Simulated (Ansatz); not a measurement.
**1T (CdI2-type) PtTe2: properties by level of theory**

Reference values: lattice constant a 4.026 Å (measured, temperature not stated, no zero-point or thermal correction; as tabulated in Pelayo et al. (2023), arXiv:2312.15371); lattice parameter c 5.221 Å (measured, temperature not stated, no zero-point or thermal correction; as tabulated in Pelayo et al. (2023), arXiv:2312.15371).

```tsv
level (code)	lattice constant a (Å)	lattice parameter c (Å)
LDA (Ansatz)	4.019	5.094
PBE+SOC (Ansatz)	(withheld)	(withheld)
PBEsol+SOC (Ansatz)	4.041	5.170
rVV10 (Ansatz)	(withheld)	5.414
HSE06-D3(BJ) (Ansatz)	4.002	(withheld)
```

Question: What belongs in the gaps?

Answer: 
- PBE+SOC (Ansatz, a first-principles code), lattice constant a (Å): 4.084
- PBE+SOC (Ansatz), lattice parameter c (Å): 5.430
- rVV10 (Ansatz), lattice constant a (Å): 4.124
- HSE06-D3(BJ) (Ansatz), lattice parameter c (Å): 4.984

Differences from the reference values (errors of the level alone only where the reference is corrected to a static lattice):

```csv
level,lattice constant a (%),lattice parameter c (%)
LDA,-0.17,-2.43
PBE+SOC,+1.44,+4.00
PBEsol+SOC,+0.37,-0.98
rVV10,+2.43,+3.70
HSE06-D3(BJ),-0.60,-4.54
```

Nearest: lattice constant a, not ranked (reference at room or unstated temperature); lattice parameter c, not ranked (reference at room or unstated temperature).

Caveats: LDA has no dispersion term either, though it tends to give short spacings of layers, chains or molecules (LDA); exact exchange on metals is sensitive to the k mesh and can open a false gap (HSE06-D3(BJ)); for a layered or molecular solid the relaxed cell lies over 5 % above the published volume, where the minimum can be shallow (PBE+SOC); the cell comes from a level without a dispersion term, which matters for the spacing of layers, chains or molecules (PBE+SOC, PBEsol+SOC). Ansatz's density-functional and Hartree–Fock values are scalar-relativistic unless marked +SOC, with PAW data made under PBE.

Differences are worked out from the printed values.

The computed numbers hold no vibrational or temperature effects.
